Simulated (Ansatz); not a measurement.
Consider Re in the diamond structure (space group Fd-3m, No. 227; a hypothetical phase, not in the database extracts checked).

```xyz
2
Lattice="0.0000 2.7969 2.7969 2.7969 0.0000 2.7969 2.7969 2.7969 0.0000" Properties=species:S:1:pos:R:3 pbc="T T T"
Re     1.3984     1.3984     1.3984
Re     0.0000     0.0000     0.0000
```

Computed with PBEsol in Ansatz (plane waves to 420 eV, PAW, no spin-orbit coupling).

For the base:

The lattice parameter a is 5.594 Å. The band gap is zero.

Perturbation: cell and atoms relaxed at a pressure of 7.5 GPa.

Problem. How does this affect the lattice parameter a and band gap?

Solution. The lattice parameter a decreases by 0.067 Å (5.594 Å → 5.527 Å); the band gap stays zero.

Load acts through the strain it causes; cell and atoms are relaxed under it. Stability against distortions was not tested. Competing high-pressure phases were not computed. All final runs are without spin polarisation.

Ansatz is a first-principles code.
